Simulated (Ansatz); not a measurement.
Given:

```xyz
6
Lattice="-3.2559 4.5506 3.3197 3.2559 -4.5506 3.3197 3.2559 4.5506 -3.3197" Properties=species:S:1:pos:R:3 pbc="T T T"
Se     1.8032     3.2542     3.3197
Se     1.4527    -1.2964     3.3197
Se     1.8032     5.8470     0.0000
Se     1.4527     1.2964     0.0000
Sn     0.0000     0.0000     4.9795
Sn     0.0000     0.0000     1.6598
```

No spin polarisation.

Method: PBEsol (Ansatz, an electronic-structure program), no spin-orbit coupling. k-mesh 7×7×7 (Γ-centred); smearing 0.05 eV (Fermi–Dirac).

**Question.** Predict the smallest direct gap, gap character, band gap and hole mass.

**Answer.** 
```json
{
  "smallest_direct_gap": "1.32 eV",
  "gap_character": "indirect, Γ → X",
  "band_gap": "1.20 eV",
  "hole_mass": "1.0 mₑ along a, 0.24 mₑ along b, 0.94 mₑ along c (at Γ)"
}
```

Masses are band curvatures over ±0.01 Å⁻¹ around the edge. Stability against distortions was not tested. The cell was made from SiSe2 by this change: Si → Sn; the result is a hypothetical phase, not in the database extracts checked. No dispersion term is included in the PBEsol runs.
